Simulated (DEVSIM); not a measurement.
System: Cr/Al2O3/p-Ge capacitor, at 300 K.

Layer 1 from the left is Al2O3, thickness (nm) 3.20. Layer 2 from the left is Ge, thickness (nm) 3700, Na (cm⁻³) 2.6e16.

Metal gate on the left, work function 4.5 eV. Fixed charge at the semiconductor interface 0 cm⁻² (in units of +e); no interface traps.

This is a model device: material constants are rounded textbook-type values typed into the input, and sizes, dopings and lifetimes were drawn at random. Values at 300 K.

Al2O3: gap (eV) 6.8, affinity (eV) 1.35, permittivity 9. Ge: gap (eV) 0.664, affinity (eV) 4, permittivity 16, Nc (cm⁻³) 1.04e19, Nv (cm⁻³) 6e18.

Simulated with DEVSIM: 1D Poisson equation in equilibrium, Boltzmann statistics, complete ionisation; no quantum confinement or tunnelling. Metal contacts follow the ideal Schottky-Mott rule: no Fermi-level pinning, no interface dipoles.

### Question
What does the simulation give for the threshold voltage (band bending 2φF), the minimum of the low-frequency capacitance?

### Answer
threshold voltage (band bending 2φF) 0.37 V; minimum of the low-frequency capacitance 0.106 μF/cm².
